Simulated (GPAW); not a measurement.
# Equation of state of rock-salt ZrC (space group 225): energy against volume (GPAW, PBEsol)

```yaml
crystal:
  lattice:
    - [0.00000, 2.28177, 2.28177]
    - [2.28177, 0.00000, 2.28177]
    - [2.28177, 2.28177, 0.00000]
  atoms:
    - { symbol: Zr, position: [0.00000, 0.00000, 0.00000] }
    - { symbol: C, position: [0.50000, 0.50000, 0.50000] }
```

Method: PBEsol, GPAW PAW datasets PBEsol (made by gpaw-setup) (plane waves; GPAW). Settings: mode = pw; ecut = 1040 eV; xc = PBEsol; kpts = 22 22 22; mesh shift (steps) = 0 0 0; occupations.name = fermi-dirac; occupations.width = 0.05 eV; nbands = -10; convergence.forces = 0.001 eV/Å; symmetry.symmorphic = false; symmetry.tolerance = 0.0005; maxiter = 150. The cell above is the first row's. The rows scale it uniformly. In all rows fractional positions and the k mesh are held. E is the free energy at the stated smearing, counted from the lowest row.

| V (Å^3/atom) | E (meV/atom) |
|---|---|
| 11.880 | ? |
| 12.138 | 18.48 |
| 12.396 | 4.89 |
| 12.655 | 0.00 |
| 12.913 | 2.96 |
| 13.171 | 13.00 |
| 13.430 | 29.44 |
| 13.688 | 51.65 |
| 13.946 | 79.08 |

Q: Fit E against V with the third-order Birch-Murnaghan form, a cubic in V^(-2/3), and predict the withheld value at V = 11.880.

A: With u = V^(-2/3) - 0.181, the rows have u = 0.008337, 0.005701, 0.003144, 0.000683, -0.001697, -0.004010, -0.006241, -0.008403. Least squares gives E = 5.111 - 3579.76·u + 621531·u² + 10407·u³. Residuals (row less fit): 0.008, -0.015, 0.000, 0.004, 0.024, -0.019, -0.008, 0.008; standard error 0.019 (degrees of freedom: 4). Its minimum lies at u = 0.002880, so V0 = (0.183880)^(-3/2) = 12.68. There d²E/du² = 1243000 and d³E/du³ = 62440, so B0 = (4/9) × 12.68^(-7/3) × 1243000 × 0.160218 = 236 GPa (the last factor turns the table's units into GPa), and B0' = 4 + (2/3) × 0.183880 × (62440)/1243000 = 4.0. The program's pressures in the fitted runs (not shown) pass through zero at V = 12.68, 0.04 % from this V0. At the withheld row, u = 0.011068, so E = 5.111 - 3579.76 × 0.011068 + 621531 × 0.011068² + 10407 × 0.011068³ = 41.642 meV/atom. The calculation gives 41.69 meV/atom, 0.048 meV/atom above the prediction (0.1 % of the range of E in the table). The row lies outside the fitted rows, so this is an extrapolation. From the scatter of the fitted rows alone, a prediction at this place has a standard error of 0.056 meV/atom, so the miss is 0.9 times that.

Carrying the step between the two nearest rows on in a straight line would have given 32.07, off by 9.62; series whose last step already gives the withheld value aren't shown. The scan was laid around a cell of about the measured size, scaled by a guess for this functional. The runs keep the symmetry of the cell, so they don't test it for distortions. Cutoffs and mesh are single choices, not tested for convergence of this quantity. Series with a scatter that would blur these digits, or in which a gap closes, are not shown. Nor are scans whose minimum lies at an end fitted in this form.
